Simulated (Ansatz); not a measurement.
L1₀ (CuAu-type) FePt, treated with PBEsol-D3(BJ) in Ansatz (PAW).

Run with plane-wave cutoff 520 eV, 20×20×16 k mesh (along the axes of the cell as run), Fermi–Dirac smearing 0.05 eV, spin-polarised with parallel moments, scalar-relativistic PAW data made under PBE.

Shape and atoms are relaxed at each volume.

Pressure at four volumes; x = ln(V/13.066 Å³). One pressure is withheld.

| V (Å³/atom) | x | P (GPa) |
|---|---|---|
| 12.543 | -0.0409 | ? |
| 12.805 | -0.0202 | 5.35 |
| 13.066 | 0.0000 | 0.00 |
| 13.588 | 0.0392 | -8.97 |

Problem. Pass a parabola P(x) through the three rows shown, estimate the bulk modulus and its pressure derivative near zero pressure, and predict the withheld pressure.

Solution. Slopes between the rows: (0.00 − (5.35))/(0.0000 − (-0.0202)) = -264.85 and (-8.97 − (0.00))/(0.0392 − (0.0000)) = -228.83 GPa. Their difference over the span 0.0594 is c = 36.02/0.0594 = 606.4 GPa, so P(x) = 5.35 + (-264.85)(x − (-0.0202)) + 606.4 (x − (-0.0202))(x − (0.0000)). At the middle row B = −dP/dx = −[-264.85 + 606.4 × 0.0202] = 252.6 GPa, and B′ = dB/dP = 2c/B = 4.8. At x = -0.0409 the parabola gives 11.35 GPa; the run gives 11.35 GPa. The Birch–Murnaghan fit to the energies at all volumes has B0 = 252 GPa and B′ = 4.9.

Measured, for comparison: bulk modulus 208 GPa (room temperature, not corrected to a static lattice; as tabulated in First-principles calculations on Fe-Pt nanoclusters of various morphologies). Computed (rounded) less measured: bulk modulus +21 %.

Note: the bulk modulus comes from volumes at which shape and atoms were relaxed.

Spin–orbit coupling is not included.

Ansatz is a program for electronic structure.
